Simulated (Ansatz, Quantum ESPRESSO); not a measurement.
## One structure in several programs: LaAl₃Au (I4mm, 5 atoms in the cell)

Self-consistent single point.

```yaml
crystal:
  lattice:
    - [-2.19956, 2.19956, 5.50630]
    - [2.19956, -2.19956, 5.50630]
    - [2.19956, 2.19956, -5.50630]
  atoms:
    - { symbol: La, position: [0.98908, 0.98908, 0.00000] }
    - { symbol: Al, position: [0.39835, 0.39835, 0.00000] }
    - { symbol: Al, position: [0.25027, 0.75027, 0.50000] }
    - { symbol: Al, position: [0.75027, 0.25027, 0.50000] }
    - { symbol: Au, position: [0.62802, 0.62802, 0.00000] }
```

All programs got the same cell, k-point mesh and kind of occupations (in Ansatz's words: kpoints.mp_grid.grid = 9 9 9; scf.occupations.method = fermi_dirac; scf.occupations.width = 0.0073 Ry); potentials, basis and cutoffs are each program's usual ones.

```json
[
 {"code": "Ansatz", "model": "PBEsol, PAW files made with PBE", "pressure (GPa)": "-3.60", "largest force (eV/Å)": "0.118", "cutoff": "default"},
 {"code": "Quantum ESPRESSO", "model": "PBEsol, GBRV 1.5 ultrasoft (PBESOL) pseudopotentials", "pressure (GPa)": "-3.69", "largest force (eV/Å)": "0.093", "cutoff": "40 Ry"}
]
```

Size of the force on each atom (eV/Å): Sizes of forces hide their directions.

```csv
code,La1,Al2,Al3,Al4,Au5
Ansatz,0.033,0.118,0.082,0.082,0.013
Quantum ESPRESSO,0.039,0.093,0.074,0.074,0.015
```

The spread over the programs that give each value: pressure within 0.09 GPa; largest force within 0.025 eV/Å.

The starting cell comes from a database of computed structures (which also holds hypothetical and non-ambient phases and stackings), without a prior relaxation at this level. Its lattice was rescaled by a random factor within 2.5 % of one. On Ansatz's run: Spin-orbit coupling is off. With a pressure of about -4 GPa the cell is away from its equilibrium volume at this level.

**Question.** Why do the programs differ, and what cannot be compared?

**Answer.** Differences of this kind can come from the potentials, where these differ, and from what each basis and cutoff leave unconverged. The valence holds different numbers of electrons (Ansatz (a quantum-chemistry and plane-wave program) 39, Quantum ESPRESSO 31). The zero of total energies and Fermi levels follows the potentials and each program's conventions, so they are not compared here. Ansatz's pressure is given at a fixed set of plane waves, as the other plane-wave codes print theirs. Ansatz's smearing width was typed in Ry to four decimals, so it matches the others to a few per cent.

Left out of this page: ABINIT (stopped by limits of time or memory).

Keys are those of Ansatz 0.2.
